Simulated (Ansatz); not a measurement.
System: L1₂ (Cu3Au-type) Ni3Al. Method: PBE (PAW; Ansatz, a quantum-chemistry and plane-wave program).

Settings: plane-wave cutoff 520 eV, 18×18×18 k mesh, Fermi–Dirac smearing 0.024 eV (set by the program), spin-polarised with parallel moments, scalar-relativistic PAW data made under PBE.

Computed at the level's own relaxed cell.

```
CELL_PARAMETERS angstrom
      3.56672     0.00000     0.00000
      0.00000     3.56672     0.00000
      0.00000     0.00000     3.56672
ATOMIC_POSITIONS crystal
  Al 0.00000 0.00000 0.00000
  Ni 0.00000 0.50000 0.50000
  Ni 0.50000 0.00000 0.50000
  Ni 0.50000 0.50000 0.00000
```

Give the elastic tensor (Voigt notation, GPa, ions relaxed, in the Cartesian axes of the cell as printed).


```
  246.8   149.5   149.5     0.0     0.0     0.0
  149.5   246.8   149.5     0.0     0.0     0.0
  149.5   149.5   246.8     0.0     0.0     0.0
    0.0     0.0     0.0   131.5     0.0     0.0
    0.0     0.0     0.0     0.0   131.5     0.0
    0.0     0.0     0.0     0.0     0.0   131.5
```

Measured, for comparison: elastic constant C11 224 GPa, elastic constant C12 149 GPa, elastic constant C44 123 GPa (temperature not stated, not corrected to a static lattice; as tabulated in The elastic constants of Ni3Al to 1.4 GPa). Computed (rounded) less measured: elastic constant C11 +10 %, elastic constant C12 0.0 %, elastic constant C44 +7 %. A static lattice is as a rule a little smaller and stiffer than an uncorrected measurement, which narrows the difference in the elastic constant C44 and would widen misses of the other sign.

Static lattice: no zero-point or thermal effects.
